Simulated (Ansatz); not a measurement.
Base system: NiGe (space group Pnma, No. 62; a = 5.4074 Å, b = 3.4734 Å, c = 5.8467 Å; non-magnetic).

Level of theory: PBE, PAW, 420 eV (Ansatz, an electronic-structure program; no spin-orbit coupling).

One change was made to it. Results:

```tsv
quantity	base	after
density	7.94 g/cm³	8.42 g/cm³
band gap	zero	zero
shortest interatomic distance	2.354 Å	2.322 Å
```

### Question
What was done to the base?
A. pressure 9 GPa
B. pressure 0.9 GPa
C. pressure −2 GPa
D. pressure 4.5 GPa
E. pressure 30 GPa

### Answer
A, pressure 9 GPa. For comparison, the density in the other runs: pressure 4.5 GPa gives 8.20 g/cm³; pressure −2 GPa gives 7.82 g/cm³; pressure 0.9 GPa gives 8.00 g/cm³; pressure 30 GPa gives 9.28 g/cm³.

Load acts through the strain it causes; cell and atoms are relaxed under it. Whether these cells are dynamically stable was not tested. No other phases were tried under pressure. Starting moments died away, wholly or in part, for the base; another magnetic solution may exist. The final runs are not spin-polarised.
